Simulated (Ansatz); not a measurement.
Reference: Ba₂ZnN₂ (I4/mmm), PBEsol, rigid bands (plane waves, PAW, scalar-relativistic; Ansatz, a program for electronic structure); axes and stresses refer to this cell.

```xyz
5
Lattice="-2.0623 2.0623 6.3951 2.0623 -2.0623 6.3951 2.0623 2.0623 -6.3951" Properties=species:S:1:pos:R:3 pbc="T T T"
Ba     0.0000     0.0000     8.3833
Ba     0.0000     0.0000     4.4069
Zn     0.0000     0.0000     0.0000
N      0.0000     0.0000    10.9754
N      0.0000     0.0000     1.8149
```

- band gap: 0.42 eV
- Seebeck coefficient, p-type 1e19 cm⁻³: 451 μV/K
- electron mass along x: 1.51 mₑ

### Question
Change: spin-orbit coupling switched on. What happens to band gap, Seebeck coefficient, p-type 1e19 cm⁻³, electron mass along x?

### Answer
band gap shrinks to 0.36 eV; Seebeck coefficient, p-type 1e19 cm⁻³ shrinks to 378 μV/K; electron mass along x moves little, to 1.52 mₑ.

Masses are for dilute carriers at 300 K, harmonic means over directions unless an axis is named. Seebeck coefficients are for the stated density at 300 K, with one relaxation time for all states and whether or not that doping can be reached. Spin-orbit coupling is left out unless a row names it. 

Formula and space group known from diffraction (Crystallography Open Database), not checked to be the room-temperature form: Ba2ZnN2 (I4/mmm).
